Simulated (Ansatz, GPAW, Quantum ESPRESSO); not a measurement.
**Yb (Fm-3m, 1 atom in the cell) computed with different codes at matched settings**

Self-consistent single point.

```
Yb
1.0
    0.00000     2.69452     2.69452
    2.69452     0.00000     2.69452
    2.69452     2.69452     0.00000
Yb
1
Direct
  0.00000   0.00000   0.00000
```

Shared settings, as Ansatz (an electronic-structure program) writes them: kpoints.mp_grid.grid = 6 6 6; scf.occupations.method = fermi_dirac; scf.occupations.width = 0.1 eV. Potentials and cutoffs stand in the table.

```tsv
code	model	pressure (GPa)	cutoff
Ansatz	PBE, default PAW files	-1.37	default
Quantum ESPRESSO	PBE, SSSP 1.1.2 precision (PBE) pseudopotentials	-2.01	65 Ry
GPAW	PBE, GPAW PAW datasets PBE (gpaw-data 1.0.1)	-1.15	850 eV
```

On Ansatz's run: spin-orbit coupling is off. Spin polarisation is off.

The spread over the programs that give each value: pressure within 0.86 GPa.

Ansatz's pressure is given at a fixed set of plane waves, as the other plane-wave codes print theirs; with its correction for the finite basis it is -1.33 GPa.

On the base mesh (9 9 9) the same programs gave: Ansatz pressure -1.42 GPa; Quantum ESPRESSO pressure -2.08 GPa; GPAW pressure -1.21 GPa.

The starting cell has typed, rounded lattice constants, without a prior relaxation at this level. Its lattice was rescaled by a random factor within 2.5 % of one.

Left out of this page: CP2K (on another mesh); Elk and FLEUR (not drawn, or without a comparable value).

Keys are those of Ansatz 0.2.
